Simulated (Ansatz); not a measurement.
**Pd₃Ge (model structure, started from the D03 type, Fm-3m, No. 225, 4 atoms in the cell): properties by level of theory**

```json
[
 {"level (code)": "PBE (Ansatz)", "equilibrium lattice constant a (Å)": "6.242", "formation enthalpy (eV/atom)": "-0.301"},
 {"level (code)": "PBEsol (Ansatz)", "equilibrium lattice constant a (Å)": "6.144", "formation enthalpy (eV/atom)": "-0.339"},
 {"level (code)": "PBE-D3(BJ) (Ansatz)", "equilibrium lattice constant a (Å)": "6.161", "formation enthalpy (eV/atom)": "-0.339"}
]
```

Ansatz's density-functional and Hartree–Fock values are scalar-relativistic unless marked +SOC, with PAW data made under PBE.

Computed values are for the static lattice.

A model structure was made by putting elements into a prototype or built by hand; it is no filed structure, need not be a known phase, and can be a saddle point held by its symmetry.

Ansatz is a first-principles code.
